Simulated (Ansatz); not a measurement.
# NaZnCl$_{3}$ in the cubic perovskite structure (space group Pm-3m, No. 221; a hypothetical phase, not in the database extracts checked)

```
CELL_PARAMETERS angstrom
      4.85896     0.00000     0.00000
      0.00000     4.85896     0.00000
      0.00000     0.00000     4.85896
ATOMIC_POSITIONS crystal
  Na 0.00000 0.00000 0.00000
  Zn 0.50000 0.50000 0.50000
  Cl 0.00000 0.50000 0.50000
  Cl 0.50000 0.50000 0.00000
  Cl 0.50000 0.00000 0.50000
```

Computed with r2SCAN/PAW in Ansatz (a program for electronic structure), scalar-relativistic without spin-orbit coupling. k-mesh 7×7×7 (Γ-centred); smearing 0.05 eV (Fermi–Dirac).

The volume per atom comes out as 22.94 Å³ and the density comes out as 2.82 g/cm³. The band gap comes out as 2.34 eV, indirect, R → Γ and the electron mass is 0.27 mₑ. The lowest conduction-band minima above the VBM is Γ 2.34 eV and the total energy is -1614.469 eV/atom (σ→0; compares only within this code and set-up).

Effective masses come from finite differences of ±0.01 Å⁻¹. No phonon test of stability was made. Many cubic perovskites are stable only at high temperature; tilts and polar distortions were not tested.
